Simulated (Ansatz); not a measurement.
Density of states of Si (Fd-3m) above the conduction band minimum, Ansatz (a program for electronic structure) with HSE06, rigid bands; cell volume 40.1 Å³.

```
energy from edge (eV)  10⁻³ states/eV/cell
---------------------  -------------------
0.006                                 22.6
0.031                                 53.2
0.056                                 73.5
0.081                                 91.3
0.106                                  109
0.131                                  129
0.156                                  160
0.181                                  185
0.206                                  205
0.231                                  224
0.256                                  241
0.281                                  257
0.319                                  281
0.344                                  295
0.369                                  309
0.394                                  322
0.419                                  335
0.444                                  348
0.469                                  360
0.494                                  372
0.519                                  384
0.544                                  397
0.569                                  409
0.594                                  420
```

Q: What effective density of states at 300 K does this give (∫ g(E) exp(−E/k_BT) dE, both spins, divided by the cell's size)?

A: 2.8e19 cm⁻³, a density-of-states mass of 1.09 mₑ, valleys and band degeneracy included.

Spin-orbit coupling is left out. Geometry: cell and atoms relaxed with PBEsol.
